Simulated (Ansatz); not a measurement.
Take CdS in the wurtzite structure (space group P6_3mc, No. 186; a = 4.074 Å, c = 6.637 Å) as the base.

It is then changed as follows: the cell is scaled by 0.9880 in all directions; the atoms relax in the strained cell.

Method: Kohn–Sham DFT with the LDA functional, run in Ansatz (a program for electronic structure) with PAW and 420 eV plane waves, without spin-orbit coupling.

Base, band edges from the VBM (valence, conduction): K -1.82, 4.32; H -1.24, 4.26; M -0.84, 3.59; L -1.47, 3.25; A -0.43, 2.70; Γ 0.00, 1.03 eV.

Give the band edges at the high-symmetry points of the new zone, measured from its valence-band maximum.


```json
[
 {"point": "Γ", "valence edge (eV)": "0.00", "conduction edge (eV)": "1.11"},
 {"point": "M", "valence edge (eV)": "-0.89", "conduction edge (eV)": "3.64"},
 {"point": "K", "valence edge (eV)": "-1.94", "conduction edge (eV)": "4.23"},
 {"point": "A", "valence edge (eV)": "-0.46", "conduction edge (eV)": "2.77"},
 {"point": "L", "valence edge (eV)": "-1.56", "conduction edge (eV)": "3.26"},
 {"point": "H", "valence edge (eV)": "-1.33", "conduction edge (eV)": "4.31"}
]
```

The gap is 1.11 eV, direct at Γ.

Stability against distortions was not tested.
